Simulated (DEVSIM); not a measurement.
abrupt In0.53Ga0.47As n-p junction

Structure: abrupt In0.53Ga0.47As n-p junction, at 300 K.

| layer (left to right) | material | thickness (μm) | Nd (cm⁻³) | Na (cm⁻³) | τn (s) | τp (s) |
|---|---|---|---|---|---|---|
| 1 | In0.53Ga0.47As | 3.60 | 1.4e15 | - | 1.3e-8 | 1.3e-8 |
| 2 | In0.53Ga0.47As | 62.0 | - | 2.2e17 | 1.3e-8 | 1.3e-8 |

Left contact: ohmic. Right contact: ohmic. Voltage is applied to the left contact. Recombination: SRH at mid-gap. Mobility is μmin + (μ − μmin)/(1 + (N/Nref)^α).

Constants are typed, rounded textbook-type inputs, not results; the design itself was drawn at random and stands for no fabricated device. Values at 300 K.

```tsv
parameter	In0.53Ga0.47As
gap (eV)	0.74
affinity (eV)	4.51
permittivity	13.9
Nc (cm⁻³)	2.1e17
Nv (cm⁻³)	7.7e18
μn (cm²/Vs)	12000
μp (cm²/Vs)	300
μn,min	300
μp,min	10
Nref,n	1.3e17
Nref,p	4.9e17
αn	0.48
αp	0.4
```

Simulated with DEVSIM: 1D drift-diffusion, Boltzmann statistics, complete ionisation; no tunnelling, impact ionisation, image-force lowering or self-heating.

```
Property                                            Value
---------------------------------------------  ----------
Potential step across the device at zero bias     0.519 V
Largest field in the device at zero bias       26000 V/cm
Dark forward voltage at 1 A/cm²                   0.341 V
Dark forward voltage at 100 A/cm²                 0.599 V
```

Dark forward current:

| V (V) | J (A/cm²) |
|---|---|
| -0.05 | -0.00012 |
| -0.10 | -0.00049 |
| -0.15 | -0.0020 |
| -0.25 | -0.045 |
| -0.30 | -0.25 |
| -0.35 | -1.4 |
| -0.40 | -5.6 |
| -0.45 | -17 |
| -0.55 | -65 |
| -0.60 | -100 |
| -0.65 | -140 |
| -0.70 | -190 |
| -0.80 | -320 |
| -0.85 | -390 |
| -0.90 | -470 |
| -0.95 | -550 |
| -1.00 | -650 |
| -1.10 | -860 |
| -1.15 | -980 |
| -1.20 | -1100 |

Dark reverse current:

| V (V) | J (A/cm²) |
|---|---|
| 0.10 | 7.7e-5 |
| 0.25 | 0.00014 |
| 0.50 | 0.00022 |
| 0.75 | 0.00029 |
| 1.00 | 0.00036 |
| 1.50 | 0.00046 |
| 2.00 | 0.00055 |
| 2.50 | 0.00063 |
| 3.25 | 0.00074 |
| 4.00 | 0.00083 |
| 5.00 | 0.00095 |
